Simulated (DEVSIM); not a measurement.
Structure: abrupt Ge p-n junction, at 300 K.

Layer 1 from the left is Ge, thickness (μm) 40.0, Na (cm⁻³) 1.5e17, τn (s) 4.3e-6, τp (s) 4.3e-6. Layer 2 from the left is Ge, thickness (μm) 71.0, Nd (cm⁻³) 2.3e16, τn (s) 4.3e-6, τp (s) 4.3e-6.

Left contact: ohmic. Right contact: ohmic. Voltage is applied to the left contact. Recombination: SRH at mid-gap. Mobility is μmin + (μ − μmin)/(1 + (N/Nref)^α).

Constants are typed, rounded textbook-type inputs, not results; the design itself was drawn at random and stands for no fabricated device. Values at 300 K.

Ge: gap (eV) 0.664, affinity (eV) 4, permittivity 16, Nc (cm⁻³) 1.04e19, Nv (cm⁻³) 6e18, μn (cm²/Vs) 3900, μp (cm²/Vs) 1900, μn,min 150, μp,min 100, Nref,n 2.6e17, Nref,p 4e17, αn 0.56, αp 0.6.

Model (solved in DEVSIM): 1D drift-diffusion, Boltzmann statistics, complete ionisation; no tunnelling, impact ionisation, image-force lowering or self-heating.

Task: What does the simulation give for the dark forward voltage at 100 A/cm², the potential step across the device at zero bias, the dark forward voltage at 1 A/cm², the largest field in the device at zero bias?

Result: dark forward voltage at 100 A/cm² 0.423 V; potential step across the device at zero bias 0.411 V; dark forward voltage at 1 A/cm² 0.273 V; largest field in the device at zero bias 41000 V/cm.
